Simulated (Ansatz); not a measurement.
**HfO2, pressure series**

Take HfO$_{2}$ in the fluorite structure (space group Fm-3m, No. 225; a = 5.0585 Å) as the base.

Cell and atoms are relaxed at each pressure.

Computed with r2SCAN/PAW in Ansatz (an electronic-structure program), without spin-orbit coupling.

Computed cases, in order: pressure −2 GPa; pressure −1 GPa; 0 GPa (base); pressure 3 GPa; pressure 7 GPa; pressure 15 GPa; pressure 30 GPa; pressure 50 GPa; pressure 75 GPa; pressure 100 GPa.

Problem. Between which two neighbouring cases does the gap turn between direct and indirect?

Solution. Between pressure 75 GPa (4.78 eV, direct at X) and pressure 100 GPa (4.84 eV, indirect, X → Γ). The whole series: pressure −2 GPa: 4.28 eV, direct at X; pressure −1 GPa: 4.29 eV, direct at X; 0 GPa (base): 4.30 eV, direct at X; pressure 3 GPa: 4.33 eV, direct at X; pressure 7 GPa: 4.37 eV, direct at X; pressure 15 GPa: 4.43 eV, direct at X; pressure 30 GPa: 4.54 eV, direct at X; pressure 50 GPa: 4.66 eV, direct at X; pressure 75 GPa: 4.78 eV, direct at X; pressure 100 GPa: 4.84 eV, indirect, X → Γ.

With Hf present, leaving out spin-orbit coupling can change the band edges. Load acts through the strain it causes; cell and atoms are relaxed under it. Stability against distortions was not tested. Competing high-pressure phases were not computed. This is not the structure that HfO2 has at room temperature and ambient pressure.
